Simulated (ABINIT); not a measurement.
Worked example: self-consistent single point of Cs₂ScAuBr₆ (Fm-3m, 10 atoms in the cell) in ABINIT.

Method: LDA (PW92)+U, PAW (JTH v2.0 LDA PAW) (plane waves; ABINIT).

```xyz
10
Lattice="0.0000 5.5991 5.5991 5.5991 0.0000 5.5991 5.5991 5.5991 0.0000" Properties=species:S:1:pos:R:3 pbc="T T T"
Cs     8.3987     8.3987     8.3987
Cs     2.7996     2.7996     2.7996
Sc     0.0000     0.0000     0.0000
Au     5.5991     5.5991     5.5991
Br     2.6956     5.5991     5.5991
Br     8.5026     5.5991     5.5991
Br     5.5991     2.6956     5.5991
Br     5.5991     8.5026     5.5991
Br     5.5991     5.5991     2.6956
Br     5.5991     5.5991     8.5026
```

Reference input (self-consistent single point, DFT, LDA (PW92), plane waves, PAW (JTH v2.0 LDA PAW)): pseudos = [Cs.LDA_PW-JTH.xml, Sc.LDA_PW-JTH.xml, Au.LDA_PW-JTH.xml, Br.LDA_PW-JTH.xml]; ecut = 30 Ha; pawecutdg = 60 Ha; pawxcdev = 0; occopt = 7; tsmear = 0.05 eV; ngkpt = 3 3 3; nshiftk = 1; shiftk = 0 0 0; potentials = JTH v2.0 LDA PAW; nband = 52; kptopt = 1. This run's input differs from it in these lines:

```diff
@@ -27,2 +27,6 @@
 pawxcdev 0
+usepawu 1
+lpawu -1 2 -1 -1
+upawu 0 1 0 0 eV
+jpawu 0 0 0 0 eV
 occopt 7
```

Output, abridged:

```
--- !BeginCycle
solver: {iscf: 17, nstep: 100, nline: 4, wfoptalg: 10, }
tolerances: {tolvrs: 1.00E-12, }
...

     iter   Etot(hartree)      deltaE(h)  residm     nres2
 ETOT  1  -201.69021439427    -2.017E+02 1.540E+00 9.967E+01
 ETOT  2  -205.58645845573    -3.896E+00 1.869E-01 1.199E+02
 ETOT  3  -205.41209019679     1.744E-01 5.842E-02 3.951E+01
 ETOT  4  -205.34096564698     7.112E-02 2.596E-02 2.264E+01
 ETOT  5  -205.31345532393     2.751E-02 1.172E-02 1.506E+01
   [... 44 lines left out ...]
 ETOT 50  -205.27079123734     1.634E-11 2.900E-06 1.181E-12
 ETOT 51  -205.27079123736    -1.944E-11 6.447E-06 1.028E-11
 ETOT 52  -205.27079123736    -2.899E-12 2.343E-06 1.808E-12
 ETOT 53  -205.27079123735     6.281E-12 5.222E-06 1.746E-13
 At SCF step   53       nres2   =  1.75E-13 < tolvrs=  1.00E-12 =>converged.

 Cartesian components of stress tensor (hartree/bohr^3)
  sigma(1 1)=  1.22072763E-04  sigma(3 2)=  0.00000000E+00
  sigma(2 2)=  1.22072763E-04  sigma(3 1)=  0.00000000E+00
  sigma(3 3)=  1.22072763E-04  sigma(2 1)=  0.00000000E+00

 ----iterations are completed or convergence reached----

 reduced coordinates (array xred) for   10 atoms
       0.750000000000      0.750000000000      0.750000000000
       0.250000000000      0.250000000000      0.250000000000
       0.000000000000      0.000000000000      0.000000000000
       0.500000000000      0.500000000000      0.500000000000
       0.759280001134      0.240719998866      0.240719998866
       0.240719998866      0.759280001134      0.759280001134
   [... lines left out ...]
 Fermi (or HOMO) energy (hartree) =  -0.00624   Average Vxc (hartree)=  -0.31859
 Fermi (or HOMO) energy (eV) =  -0.16984   Average Vxc (eV)=  -8.66941
   [... lines left out ...]
'-kT*entropy'       : -5.34199576257582E-18
total_energy        : -2.05270791070055E+02
total_energy_eV     : -5.58570229105313E+03
...

-Cartesian components of stress tensor (GPa)         [Pressure= -3.5915E+00 GPa]
- sigma(1 1)=  3.59150407E+00  sigma(3 2)=  0.00000000E+00
- sigma(2 2)=  3.59150407E+00  sigma(3 1)=  0.00000000E+00
- sigma(3 3)=  3.59150407E+00  sigma(2 1)=  0.00000000E+00

 Calculation completed.
```

The run converged in 53 iterations. Against the reference run the pressure goes from -3.70 to -3.59 GPa, the largest force goes from 0.045 to 0.009 eV/Å and the gap on the mesh goes from 1.432 to 1.413 eV.

The starting cell comes from a database of computed structures (which also holds hypothetical and non-ambient phases and stackings), without a prior relaxation at this level. Its lattice was rescaled by a random factor within 2.5 % of one. Spin-orbit coupling is off. Spin polarisation is off. The U value is a test value. With a pressure of about -4 GPa the cell is away from its equilibrium volume at this level.

Cost on one core of a shared machine: roughly 30 min.
